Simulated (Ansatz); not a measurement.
Start from Mg$_{2}$Sn (space group Fm-3m, No. 225; a = 6.664 Å; relaxed with 0.1 eV smearing). Axes: x, y, z lie along the cube axes.

Computed with plane-wave PAW DFT at the LDA level (Ansatz, a program for electronic structure, 420 eV), spin-orbit coupling left out.

Strains are applied to the cell and any free atomic positions relax; under biaxial strain the out-of-plane vector relaxes too.

One change was made to it. Results:

The pressure (mean of the normal stresses, compression positive) goes from zero to -1.3 GPa; the energy goes up by 6.4 meV/atom.

Problem. Name the change that was made.
(A) biaxial strain +1.67 %, plane normal [111], relaxed out of plane
(B) biaxial strain +2.08 %, plane normal [111], relaxed out of plane
(C) biaxial strain −0.83 %, plane normal [111], relaxed out of plane
(D) biaxial strain −1.25 %, plane normal [111], relaxed out of plane

Solution. B, biaxial strain +2.08 %, plane normal [111], relaxed out of plane. For comparison, the energy relative to the base in the other runs: biaxial strain −1.25 %, plane normal [111], relaxed out of plane gives +2.6 meV/atom; biaxial strain +1.67 %, plane normal [111], relaxed out of plane gives +4.2 meV/atom; biaxial strain −0.83 %, plane normal [111], relaxed out of plane gives +1.1 meV/atom.

No phonon test of stability was made.
